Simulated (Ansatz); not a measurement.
# Several settings converged on CoSn (P6mm, 6 atoms in the cell)

```xyz
6
Lattice="5.2198 0.0000 0.0000 -2.6099 4.5205 0.0000 0.0000 0.0000 4.1667" Properties=species:S:1:pos:R:3 pbc="T T T"
Co    -1.3050     2.2602     0.0000
Co     2.6099     0.0000     0.0000
Co     1.3050     2.2602     0.0000
Sn     2.6099     1.5068     2.0833
Sn     0.0000     3.0137     2.0833
Sn     0.0000     0.0000     0.0500
```

Base method: LDA (PW92), default PAW files made with PBE (plane waves; Ansatz, a first-principles code).

Base settings: basis.ecutwfc = 30.9 Ry; kpoints.mp_grid.grid = 5 5 6; hamiltonian.xc = lda; hamiltonian.pseudopotentials = {kind: paw} (the program's default PAW files); scf.occupations.method = gaussian; scf.occupations.width = 0.0073 Ry.

The count of work is k-points × plane waves × bands × iterations; it is no time. Core times come from one kind of shared machine, to one figure; runs under 30 s give none.

**The cutoff for other potential files**

Level: DFT, LDA (PW92), plane waves, harder PAW files (source: ansatz) made with PBE.

In this ladder: hamiltonian.pseudopotentials = {kind: paw, source: ansatz}.

The second cell is the first with its lattice scaled by 0.98.

The mesh stays at the base's, so the ladder's end is converged at best in this setting alone.

The first pressure column holds Ansatz's estimate of the finite-basis (Pulay) stress, which hides part of the cutoff error; the other is without it.

Only quantities that move along the ladder and can be compared are tabulated.

| basis.ecutwfc | free energy less the last step's (meV/atom) | energy of the compressed cell less the first (meV/atom) | pressure (GPa) | pressure without the Pulay estimate (GPa) | largest difference of a force vector from the last step's (eV/Å) | count of work / last | core time / last (rough) |
|---|---|---|---|---|---|---|---|
| 29.8 Ry | 4939.52 | 14.64 | -1.09 | -263.93 | 0.015 | 0.11 | – |
| 36.4 Ry | 848.10 | 1.81 | -4.42 | -55.99 | 0.002 | 0.14 | – |
| 46.3 Ry | 67.91 | 3.17 | -3.97 | -9.30 | 0.000 | 0.21 | – |
| 56.2 Ry | 6.57 | 2.66 | -4.10 | -4.55 | 0.000 | 0.28 | 0.3 |
| 66.1 Ry | 1.96 | 2.67 | -4.11 | -4.17 | 0.000 | 0.36 | 0.4 |
| 79.4 Ry | 0.88 | 2.64 | -4.11 | -4.14 | 0.000 | 0.46 | 0.5 |
| 99.2 Ry | 0.17 | 2.64 | -4.11 | -4.12 | 0.000 | 0.65 | 0.7 |
| 132.3 Ry | 0.00 | 2.63 | -4.11 | -4.11 | 0.000 | 1.0 | 1 |

Coarsest basis.ecutwfc that holds the forces within 0.005 eV/Å of the last step, with all finer ones: 36.4 Ry, at 0.14 of the last step's count of work; the step before is off by 0.015 eV/Å.

Coarsest basis.ecutwfc that holds the pressure without the Pulay estimate within 0.1 GPa of the last step, with all finer ones: 66.1 Ry, at 0.36 of the last step's count of work and about 0.4 of the last step's time; the step before is off by 0.44 GPa.

Coarsest basis.ecutwfc that holds the free energy within 0.5 meV/atom of the last step, with all finer ones: 99.2 Ry; the step before is off by 0.88 meV/atom.

The energy difference between the two cells stays within 1 meV/atom of the last step's from 36.4 Ry on, the total only from 79.4 Ry on: much of the error is common to both cells and cancels.

At the lowest cutoff the pressure without the Pulay estimate lies 260 GPa under the last step's, the usual sign of Pulay stress in an incomplete plane-wave basis.

**The density cutoff**

The second cell is the first with its lattice scaled by 0.98.

The mesh stays at the base's, so the ladder's end is converged at best in this setting alone.

Only quantities that move along the ladder and can be compared are tabulated.

| basis.ecutrho_ratio | free energy less the last step's (meV/atom) | energy of the compressed cell less the first (meV/atom) | pressure (GPa) |
|---|---|---|---|
| 2 | -5.60 | 2.65 | -3.71 |
| 3 | -0.13 | 3.04 | -4.05 |
| 4 | 0.00 | 3.05 | -4.05 |
| 5 | 0.00 | 3.05 | -4.05 |
| 6 | 0.00 | 3.05 | -4.05 |
| 8 | 0.00 | 3.05 | -4.05 |
| 10 | 0.00 | 3.05 | -4.06 |
| 12 | 0.00 | 3.05 | -4.06 |
| 16 | 0.00 | 3.05 | -4.06 |

Coarsest basis.ecutrho_ratio that holds the free energy within 2 meV/atom of the last step, with all finer ones: 3; the step before is off by 5.6 meV/atom.

Coarsest basis.ecutrho_ratio that holds the energy of the compressed cell less the first within 0.2 meV/atom of the last step, with all finer ones: 3; the step before is off by 0.40 meV/atom.

Coarsest basis.ecutrho_ratio that holds the pressure within 0.05 GPa of the last step, with all finer ones: 3; the step before is off by 0.34 GPa.

The energy difference between the two cells stays within 1 meV/atom of the last step's from 2 on, the total only from 3 on: much of the error is common to both cells and cancels.

**The relaxed cell against the cutoff**

On CoSn (P6/mmm, 6 atoms in the cell): atoms on their sites.

In this ladder: relax = cell and atoms.

The mesh stays at the base's, so the ladder's end is converged at best in this setting alone.

Only quantities that move along the ladder and can be compared are tabulated.

| basis.ecutwfc | relaxed volume (Å³/atom) | relaxation steps | core time / last (rough) |
|---|---|---|---|
| 18.4 Ry | 16.014 | 39 | 2 |
| 21.7 Ry | 16.083 | 16 | 0.8 |
| 26.1 Ry | 15.959 | 8 | 0.5 |
| 30.9 Ry | 15.943 | 5 | 0.4 |
| 37.1 Ry | 15.938 | 5 | 0.6 |
| 46.3 Ry | 15.938 | 5 | 0.7 |
| 61.7 Ry | 15.937 | 5 | 1 |

Coarsest basis.ecutwfc that holds the relaxed volume within 0.016 Å³/atom of the last step, with all finer ones: 30.9 Ry, at about 0.4 of the last step's time; the step before is off by 0.022 Å³/atom.

At the lowest cutoff the cell relaxes to a volume 0.5 % larger than at the highest. Ansatz relaxes on a stress corrected for the finite basis.

On the base run: the starting cell comes from a database of computed structures (which also holds hypothetical and non-ambient phases and stackings), without a prior relaxation at this level. Its lattice was rescaled by up to half a per cent. One atom was moved a little off its site on purpose. Spin polarisation is off.

Left out of this page: 1 run of the series stopped by limits of time or memory.

Keys are those of Ansatz 0.2.
